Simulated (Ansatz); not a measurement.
Band structure of Al (P6_3/mmc, 2 atoms in the cell).

```
Al
1.0
    2.88852     0.00000     0.00000
   -1.44426     2.50153     0.00000
    0.00000     0.00000     4.68979
Al
2
Direct
  0.33333   0.66667   0.25000
  0.66667   0.33333   0.75000
```

Computed with r2SCAN, default PAW files made with PBE (plane waves; Ansatz, a program for electronic structure).

Settings: basis.ecutwfc = 500 eV; kpoints.mp_grid.grid = 13 13 7; hamiltonian.xc = r2scan; hamiltonian.pseudopotentials = {kind: paw} (the program's default PAW files); scf.occupations.method = gaussian; scf.occupations.width = 0.05 eV; kpoints.band_path.npoints = 6.

The starting cell was generated: these elements placed on a structure prototype, without a prior relaxation; it need not be a known phase or ordering of this composition. Its lattice was rescaled by a random factor within 2.5 % of one.

Levels in eV from the Fermi level, bands 1 to 6:
```json
[
 {"point": "Γ", "1": "-11.72", "2": "-4.93", "3": "-4.49", "4": "10.95", "5": "10.95", "6": "11.35"},
 {"point": "M", "1": "-5.62", "2": "-5.52", "3": "0.55", "4": "1.23", "5": "1.44", "6": "1.90"},
 {"point": "K", "1": "-3.64", "2": "-3.64", "3": "-3.46", "4": "2.48", "5": "2.48", "6": "2.64"},
 {"point": "A", "1": "-9.94", "2": "-9.94", "3": "3.67", "4": "3.67", "5": "12.21", "6": "12.21"},
 {"point": "L", "1": "-4.23", "2": "-4.23", "3": "-3.40", "4": "-3.40", "5": "7.28", "6": "7.28"},
 {"point": "H", "1": "-2.57", "2": "-2.57", "3": "-1.77", "4": "-1.77", "5": "-1.02", "6": "-1.02"}
]
```

Bands cross the Fermi level along this path, so the cell is metallic at this level.

Keys are those of Ansatz 0.2.
